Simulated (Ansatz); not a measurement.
Rutile MgH₂ was calculated with G0W0@PBE (Ansatz, a program for electronic structure, hard PAW, contour deformation).

The cell has the measured lattice parameters. Conventional cell: a = 4.5010 Å, b = 4.5010 Å, c = 3.0100 Å, α = 90.00°, β = 90.00°, γ = 90.00°.

The quasiparticle gap at Γ at a fixed k mesh 2×2×4:

```
response cutoff           value (eV)
------------------------  ----------
150 eV, 467 empty bands        6.916
200 eV, 720 empty bands        6.955
250 eV, 1006 empty bands       6.974
300 eV, 1322 empty bands       6.986
```

Task: Taking the value to converge with the response cutoff E as E^(−3/2), extrapolate from the last two rows.

Result: With y = y∞ + c/w and weights w = 3953 and 5196 for the last two rows, y∞ = (w2 y2 − w1 y1)/(w2 − w1) = (5196 × 6.986 − 3953 × 6.974)/1243 = 7.024 eV, which lies 0.038 beyond the last row. Successive pairs of rows give 7.027, 7.022, 7.024. The limit also hangs on the law assumed, so its last digits aren't firm.

The other settings are not extrapolated, so this is the limit in one setting alone.

The smallest gap on this mesh is 6.04 eV, away from Γ.
